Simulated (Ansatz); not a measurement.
The parent structure is ZnS (space group P4_2/mnm, No. 136; a = 6.5179 Å, c = 3.8080 Å; a hypothetical phase, not in the database extracts checked). Axes: x, y, z lie along a, b, c of the conventional cell.

Modification: tensile biaxial strain of 1.74 % in the plane normal to [001], as in epitaxy on a mismatched substrate; the out-of-plane cell vector and the atoms relax.

Levels (all Ansatz, a quantum-chemistry and plane-wave program, PAW): PBEsol (420 eV, scalar-relativistic without spin-orbit coupling); r2SCAN (500 eV, scalar-relativistic without spin-orbit coupling).

The geometry is relaxed with PBEsol.

PBEsol lowest conduction level above the VBM at special points: Γ 2.08 eV; A 2.93 eV; X 3.49 eV; R 3.68 eV
PBEsol gap character: direct at Γ
PBEsol pressure: -1.21 GPa

Problem. Predict the lowest conduction level above the VBM at special points, gap character and pressure from r2SCAN.

Solution. The lowest conduction level above the VBM at special points becomes Γ 2.76 eV; A 3.47 eV; X 4.11 eV; R 4.17 eV (PBEsol: Γ 2.08 eV; A 2.93 eV; X 3.49 eV; R 3.68 eV); the gap character remains direct at Γ; the pressure goes up by 1.24 GPa to 0.03 GPa.

Single points use the geometry relaxed with PBEsol. Their cutoffs differ, which shifts pressures a little. Whether these cells are dynamically stable was not tested.
